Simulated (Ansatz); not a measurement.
End structure of the (0001) surface of hcp Zr in its 1x1 cell:

```
CELL_PARAMETERS angstrom
      3.23249     0.00000     0.00000
     -1.61625     2.79942     0.00000
      0.00000     0.00000    27.00000
ATOMIC_POSITIONS crystal
  Zr 0.66667 0.33333 0.36018
  Zr 0.33333 0.66667 0.45026
  Zr 0.66667 0.33333 0.54974
  Zr 0.33333 0.66667 0.63982
```

Set-up: 4 atoms, 7.8 Å thick at the start (thin: gaps and levels are the slab's own); mesh 10x10x1; 0.1 eV smearing; dipole correction on; all atoms relaxed; symmetry of the start imposed; no spin, no spin-orbit, no U.

Task: Predict the work function of the top face from PBE (Ansatz, a first-principles code).

Result: 4.16 eV
